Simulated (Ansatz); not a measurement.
# Volume per atom of Sb2S3 (model structure, started from the A-La2O3 type, P-3m1, No. 164, 5 atoms in the cell) at several levels of theory

No measured value is used here.

```csv
level (code),value (Å³/atom)
PBE (Ansatz),27.62
PBEsol (Ansatz),24.55
PBE-D3(BJ) (Ansatz),…
```

Some entries are withheld; supply them.


- PBE-D3(BJ) (Ansatz, a quantum-chemistry and plane-wave program), value (Å³/atom): 24.23

Ansatz's density-functional and Hartree–Fock values are scalar-relativistic unless marked +SOC, with PAW data made under PBE.

A model structure was made by putting elements into a prototype or built by hand; it is no filed structure, need not be a known phase, and can be a saddle point held by its symmetry.
